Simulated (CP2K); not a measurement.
CP2K run on NaCl (Fm-3m, 2 atoms in the cell): self-consistent single point.

Computed with PBEsol, GPW, DZVP-MOLOPT-SR-GTH basis, GTH-PBE potentials (GTH_POTENTIALS) run with CP2K.

```
CELL_PARAMETERS angstrom
      3.89016     0.00000     0.00000
      1.94508     3.36898     0.00000
      1.94508     1.12299     3.17630
ATOMIC_POSITIONS crystal
  Na 0.00000 0.00000 0.00000
  Cl 0.50000 0.50000 0.50000
```

Reference input (self-consistent single point, DFT PBE, GPW, DZVP-MOLOPT-SR-GTH basis, GTH-PBE potentials (GTH_POTENTIALS)): CUTOFF = 950 Ry; REL_CUTOFF = 50 Ry; SMEAR/METHOD = FERMI_DIRAC; ELECTRONIC_TEMPERATURE = 232.09 K; KPOINTS/SCHEME = MONKHORST-PACK 8 8 8; GAMMA_CENTERED = T; XC_FUNCTIONAL = PBE; Na/BASIS_SET = DZVP-MOLOPT-SR-GTH-q9; Na/POTENTIAL = GTH-PBE-q9; Cl/BASIS_SET = DZVP-MOLOPT-SR-GTH-q7; Cl/POTENTIAL = GTH-PBE-q7; METHOD = GPW. This run's input differs from it in these lines:

```diff
@@ -43,3 +43,6 @@
     &XC
-      &XC_FUNCTIONAL PBE
+      &XC_FUNCTIONAL
+        &PBE
+          PARAMETRIZATION PBESOL
+        &END PBE
       &END XC_FUNCTIONAL
```

Output, abridged:

```
 SCF WAVEFUNCTION OPTIMIZATION

  Step     Update method      Time    Convergence         Total energy    Change
     1 NoMix/Diag. 0.20E+00      -     0.94179611       -62.7751013894 -6.28E+01
     2 Broy./Diag. 0.20E+00      -     0.02231764       -62.1609798988  6.14E-01
     3 Broy./Diag. 0.20E+00      -     0.04868544       -62.5457085294 -3.85E-01
     4 Broy./Diag. 0.20E+00      -     0.00436152       -62.7625980516 -2.17E-01
     5 Broy./Diag. 0.20E+00      -     0.00109249       -62.7676004879 -5.00E-03
     6 Broy./Diag. 0.20E+00      -     0.00127953       -62.7604656523  7.13E-03
   [... 2 lines left out ...]
     9 Broy./Diag. 0.20E+00      -     0.00000820       -62.7540647583 -9.52E-05
    10 Broy./Diag. 0.20E+00      -     0.00000075       -62.7540885442 -2.38E-05
    11 Broy./Diag. 0.20E+00      -     0.00000154       -62.7540869424  1.60E-06
    12 Broy./Diag. 0.20E+00      -     4.8590E-09       -62.7540853618  1.58E-06
  *** SCF run converged in    12 steps ***

  Overlap energy of the core charge distribution:               0.00000000000000
  Self energy of the core charge distribution:               -160.65642409561110
  Core Hamiltonian energy:                                     42.11816620010507
  Hartree energy:                                              65.78569830393485
  Exchange-correlation energy:                                -10.00152577026133
  Electronic entropic energy:                                  -0.00000000000000
  Fermi energy:                                                 0.10944459312932

  Total energy:                                               -62.75408536183251
  Total energy (extrapolated to T->0):                        -62.75408536183251

                     Mulliken Population Analysis

   [... lines left out ...]

 STRESS| Analytical stress tensor [bar]
 STRESS|                        x                   y                   z
 STRESS|      x        2.26798641282E+04   3.34643335222E+02   2.36628559260E+02
 STRESS|      y        3.34643335222E+02   2.22934109378E+04   1.36607168013E+02
 STRESS|      z        2.36628559260E+02   1.36607168013E+02   2.21968177362E+04
 STRESS| 1/3 Trace                                             2.23900309341E+04
```

The run converged in 12 iterations. Against the reference run the pressure goes from 3.52 to 2.24 GPa and the gap on the mesh goes from 5.367 to 5.181 eV.

The starting cell comes from a database of computed structures (which also holds hypothetical and non-ambient phases and stackings), without a prior relaxation at this level. Its lattice was rescaled by a random factor within 2.5 % of one. Values carry the incompleteness of an atom-centred basis. The potentials were made for another functional than the one used.

Cost on one core of a shared machine: roughly 30 s.
